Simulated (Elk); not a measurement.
Band structure of Sm₃Pd (Pm-3m, 4 atoms in the cell).

```
Sm3Pd
1.0
    4.79142     0.00000     0.00000
    0.00000     4.79142     0.00000
    0.00000     0.00000     4.79142
Sm Pd
3 1
Direct
  0.00000   0.50000   0.50000
  0.50000   0.00000   0.50000
  0.50000   0.50000   0.00000
  0.00000   0.00000   0.00000
```
Moments meant for the start (each program seeds them in its own way; μB, in the order of the atoms Sm Sm Sm Pd): 5.0 5.0 5.0 0.0.

Method of the run: Elk with PBEsol, all-electron FP-LAPW, Elk's shipped species files, default APW+lo basis.

Settings: xctype = 22; spinpol = true; swidth = 0.00367493 Ha; ngridk = 7 7 7; reducebf = 0.7; nempty = 12 per atom; maxscl = 100; bfcmt = [[0.0, 0.0, -5.0], [0.0, 0.0, -5.0], [0.0, 0.0, -5.0], [0.0, 0.0, 0.0]].

The starting cell comes from a database of computed structures (which also holds hypothetical and non-ambient phases and stackings), without a prior relaxation at this level. Spin-orbit coupling is off. The magnetic order is the one reached from the typed start; others were not searched systematically. With U or open f shells several self-consistent states can exist. The f electrons are in the valence without U or exact exchange, which can misplace them near the Fermi level. Spin-orbit terms, which matter for f shells, are left out. Values depend on the basis (sphere radii, cutoffs, local orbitals), which need not be converged.

Levels in eV from the Fermi level, bands 20 to 27 of the first spin channel:
| point | 20 | 21 | 22 | 23 | 24 | 25 | 26 | 27 |
|---|---|---|---|---|---|---|---|---|
| Γ | -2.68 | -2.68 | -2.68 | -1.92 | 1.09 | 1.09 | 1.09 | 1.40 |
| X | -2.33 | -2.33 | -1.75 | -1.60 | -0.36 | 0.96 | 1.10 | 1.10 |
| M | -2.33 | -2.17 | -1.55 | -0.16 | -0.16 | 0.49 | 1.08 | 1.44 |
| R | -2.68 | -2.27 | -2.27 | 0.46 | 0.46 | 0.46 | 2.13 | 2.13 |

Bands cross the Fermi level along this path, so the cell is metallic at this level.

The net moment of the cell came out as 19.63 μB.
